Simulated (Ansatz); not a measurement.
Cost and result by functional for the adsorption energy of SiH3 on the 1x1 (10-10) surface of wurtzite AlN (cut with top plane Al + N), one in a 2x1 cell, started at the site 'hollow Al-Al-N-N', in Ansatz (plane waves, PAW). Single points on the PBE structure, on one kind of machine; costs are rough ratios of the slab run's core time (references not counted) to the cheapest single point. r2SCAN's cost holds its higher cutoff (500 against 420 eV). Differences are taken against r2SCAN for comparison alone: no measured value is at hand, so the table doesn't rank accuracy. The points keep PBE's geometry, so the relaxation of a polaron and the settling of charge on one site are left out.

Host crystal: wurtzite AlN, with a band gap (PBE, scalar-relativistic without spin-orbit coupling).

Model: 36-atom slab, 8.9 Å thick at the start under the adsorbate (thin: gaps and levels are the slab's own), 3x4x1 mesh, Fermi-Dirac 0.01 eV, dipole correction, 16 atoms held, the rest relaxed; no symmetry held; spin-polarised, ending with about 0.8 μB a cell; orders that need a larger cell were not tried, no spin-orbit, no U, no dispersion correction. At the end it is bonded to N. In PBE it is, or lies within 0.03 eV of, the lowest of the starts that converged. These notes are the PBE run's. RPBE: The program's check for a lower electronic state was not made. r2SCAN: The program's check for a lower electronic state was not made. Adsorption energies are against SiH4(g) − ½ H2(g). A negative adsorption energy means that the adsorbate is more stable on the surface than in its reference.

```json
[
 {"functional": "RPBE", "relative cost": "1", "adsorption energy (eV)": "0.05", "less r2SCAN (eV)": "0.40"},
 {"functional": "r2SCAN", "relative cost": "2", "adsorption energy (eV)": "-0.34", "less r2SCAN (eV)": "0.00"},
 {"functional": "PBE (the relaxed run's value)", "relative cost": "–", "adsorption energy (eV)": "-0.18", "less r2SCAN (eV)": "0.17"}
]
```

The values span 0.40 eV, while the single points' costs differ by a factor of roughly 2. Differences are of unrounded values.

Ansatz is an electronic-structure program.
